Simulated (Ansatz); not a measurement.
Functionals compared on the (111) surface of tetragonal MoSi2 in its 1x1 cell (cut with top plane Si, bottom plane Si), outermost plane spacing 0.36 Å in the ideal cut, in Ansatz (plane waves, PAW). The structure was relaxed with PBE; the other rows are single points on it. Cutoff 420 eV (500 eV for r2SCAN).

Slab: 30 atoms, Mo10Si20, 10.6 Å thick at the start; k 9x5x1, smearing 0.1 eV, dipole-corrected; all atoms relaxed; held to the part of the start's symmetry that mesh and held atoms allow; no spin, no spin-orbit, no U. These notes are the PBE run's.

```csv
functional,work function of the top face (eV),rough cost of the single point
PBE,4.49,–
LDA,[?],roughly 4 core-minutes
PBEsol,4.57,around 5 core-minutes (rough)
RPBE,4.38,around 5 core-minutes (rough)
r2SCAN,4.52,roughly 9 core-minutes
```

Fill in the missing entries.


- LDA, work function of the top face (eV): 4.75

Ansatz is a program for electronic structure.
